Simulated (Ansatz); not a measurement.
# Response to strain in hypothetical cubic perovskite RbGeF3

Take RbGeF₃ in the cubic perovskite structure (space group Pm-3m, No. 221; a = 4.491 Å; a hypothetical phase, not in the database extracts checked) as the base. Axes: x, y, z lie along the cube axes.

Strains are applied to the cell and any free atomic positions relax; under biaxial strain the out-of-plane vector relaxes too; under stress the whole cell relaxes.

Levels (all Ansatz, an electronic-structure program, PAW): PBE (420 eV, scalar-relativistic without spin-orbit coupling); r2SCAN (500 eV, spin-orbit coupling left out).

The base cell above is that of PBE; each level relaxes its own structures.

| case | band gap, PBE | band gap, r2SCAN |
|---|---|---|
| biaxial strain −2.24 %, plane normal [111], relaxed out of plane | 1.84 eV | 1.86 eV |
| uniaxial strain ε_xx = −2.99 % | 1.80 eV | 1.81 eV |
| uniaxial strain ε_xx = −0.53 % | 1.98 eV | 2.02 eV |
| uniaxial strain ε_zz = +3.58 % | 1.99 eV | 2.03 eV |
| uniaxial stress, 2 GPa compression along z | 1.89 eV | 1.93 eV |
| tensor shear ε_xy = +0.81 % | 1.97 eV | 2.00 eV |
| tensor shear ε_yz = −3.58 % | 1.81 eV | 1.81 eV |
| tensor shear ε_yz = +0.50 % | 1.99 eV | 2.03 eV |

The two levels differ by at most about 0.04 eV. Near ties aside, they put the cases in the same order.

Stability under load was not tested beyond the relaxation. Many cubic perovskites are stable only at high temperature; tilts and polar distortions were not tested.
